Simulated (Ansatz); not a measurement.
AlC6 (model structure, P6/mmm, No. 191, 7 atoms in the cell) was calculated with LDA (plane waves, PAW; Ansatz, a first-principles code).

Numerical settings: plane-wave cutoff 520 eV, 16×16×16 k mesh, Fermi–Dirac smearing 0.05 eV, scalar-relativistic PAW data made under PBE.

Cell (relaxed at this level):

Space group P6/mmm (No. 191); a = 4.247 Å, b = 4.247 Å, c = 5.287 Å, α = 90.00°, β = 90.00°, γ = 120.00°

| atom | site | symmetry | x | y | z |
|---|---|---|---|---|---|
| C | 6j | m2m | 0.0000 | 0.3336 | 0.0000 |
| Al | 1b | 6/mmm | 0.0000 | 0.0000 | 0.5000 |

Problem. What does this level give for the bulk modulus B0?

Solution. 
- bulk modulus B0: 33.3 GPa

The run finds no gap.

Note: the bulk modulus is −V dP/dV from two relaxed cells at ±2 % in volume; the relaxation could raise the start's symmetry but not lower it, so the cell can be a saddle point.

The computed numbers hold no vibrational or temperature effects.

Computing time: very roughly 40 core-minutes.

A model structure was made by putting elements into a prototype or built by hand; it is no filed structure, need not be a known phase, and can be a saddle point held by its symmetry.
